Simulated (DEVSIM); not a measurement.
Device: isotype n-n heterojunction Si/Ge, at 300 K.

```csv
layer (left to right),material,thickness (μm),Nd (cm⁻³),τn (s),τp (s)
1,Si,0.540,2.9e16,1.4e-7,1.4e-7
2,Ge,0.120,4.6e15,1.4e-7,1.4e-7
```

Left contact: ohmic. Right contact: ohmic. Voltage is applied to the left contact. Recombination: SRH at mid-gap, radiative. Mobility is constant in doping.

The device is made up for the run: typed textbook-type constants, with dimensions and the other settings drawn at random. Values at 300 K.

| parameter | Si | Ge |
|---|---|---|
| gap (eV) | 1.124 | 0.664 |
| affinity (eV) | 4.05 | 4 |
| permittivity | 11.7 | 16 |
| Nc (cm⁻³) | 2.86e19 | 1.04e19 |
| Nv (cm⁻³) | 3.1e19 | 6e18 |
| μn (cm²/Vs) | 1417 | 3900 |
| μp (cm²/Vs) | 470 | 1900 |
| B (cm³/s) | 4.7e-15 | 6.4e-14 |

Model (solved in DEVSIM): 1D drift-diffusion, Boltzmann statistics, complete ionisation; no tunnelling, impact ionisation, image-force lowering or self-heating. Band offsets follow the typed affinities; no thermionic-emission limit at abrupt steps, no polarisation charge.

Task: Give the dark forward current.

Result: 
```json
[
 {"V (V)": "0.05", "J (A/cm²)": "3500"},
 {"V (V)": "0.15", "J (A/cm²)": "11000"},
 {"V (V)": "0.30", "J (A/cm²)": "21000"},
 {"V (V)": "0.40", "J (A/cm²)": "28000"},
 {"V (V)": "0.50", "J (A/cm²)": "35000"},
 {"V (V)": "0.65", "J (A/cm²)": "46000"},
 {"V (V)": "0.75", "J (A/cm²)": "52000"},
 {"V (V)": "0.85", "J (A/cm²)": "59000"},
 {"V (V)": "0.95", "J (A/cm²)": "66000"},
 {"V (V)": "1.10", "J (A/cm²)": "75000"},
 {"V (V)": "1.20", "J (A/cm²)": "82000"},
 {"V (V)": "1.30", "J (A/cm²)": "88000"},
 {"V (V)": "1.45", "J (A/cm²)": "97000"},
 {"V (V)": "1.55", "J (A/cm²)": "100000"}
]
```
